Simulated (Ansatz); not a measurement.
Consider the following.

```yaml
crystal:
  lattice:
    - [4.57292, 0.00000, 0.00000]
    - [0.00000, 4.57292, 0.00000]
    - [0.00000, 0.00000, 4.57292]
  atoms:
    - { symbol: Cs, position: [0.50000, 0.50000, 0.50000] }
    - { symbol: Pb, position: [0.00000, 0.00000, 0.00000] }
    - { symbol: F, position: [0.00000, 0.50000, 0.00000] }
    - { symbol: F, position: [0.50000, 0.00000, 0.00000] }
    - { symbol: F, position: [0.00000, 0.00000, 0.50000] }
```

A single point on CsPbF3 with a change (pressure 10 GPa), its geometry relaxed with PBEsol.

All numbers come from Kohn–Sham DFT with the PBEsol functional, run in Ansatz (an electronic-structure program) with PAW and 420 eV plane waves, with spin-orbit coupling. Settings: 7×7×7 k-points, 0.05 eV Fermi–Dirac smearing.

Question: Predict the band gap, electron mass, gap character and hole mass.

Answer: The band gap comes out as 0.79 eV and the electron mass is 0.22 mₑ (at R). The gap character is direct at R and the hole mass is 0.19 mₑ (at R).

Single points use the geometry relaxed with PBEsol. Load acts through the strain it causes; cell and atoms are relaxed under it. Effective masses come from finite differences of ±0.01 Å⁻¹. Whether these cells are dynamically stable was not tested. Competing high-pressure phases were not computed. The cell was made from CsPbF₃ in the cubic perovskite structure (space group Pm-3m, No. 221) by this change: pressure 10 GPa. Many cubic perovskites are stable only at high temperature; tilts and polar distortions were not tested.
